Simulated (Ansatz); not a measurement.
# CO on the 1x1 (0001) surface of hcp Ru, one in a 2x2 cell, started at the site 'top Ru'

Computed with PBE (plane waves to 420 eV, PAW; Ansatz, a quantum-chemistry and plane-wave program).

Model: 18-atom slab, 6.3 Å thick at the start under the adsorbate (thin: gaps and levels are the slab's own), 6x6x1 mesh, Fermi-Dirac 0.1 eV, dipole correction, 8 atoms held, the rest relaxed; symmetry of the start imposed; no spin, no spin-orbit, no U, no dispersion correction. At the end it is bonded to Ru. In PBE it is, or lies within 0.03 eV of, the lowest of the starts that converged.

```json
{
  "adsorption energy against CO(g)": "-1.90 eV",
  "work_function_of_the_top_face": "5.74 eV",
  "change_of_the_work_function": "0.74 eV",
  "change_of_the_step_from_the_bottom_to_the_top_vacuum_level_against_the_clean_slab": "0.75 eV",
  "energy_released_by_relaxation": "1.60 eV",
  "height of the binding atom over the mean of the host atoms within 0.3 Å of the top one": "1.993 Å",
  "nearest_host_atoms_of_the_binding_atom": "Ru at 1.89 Å, Ru at 3.39 Å, Ru at 3.39 Å",
  "largest_move_of_a_host_atom": "0.13 Å",
  "cost": "around 6 core-minutes (rough)"
}
```

A negative adsorption energy means that the adsorbate is more stable on the surface than in its reference.
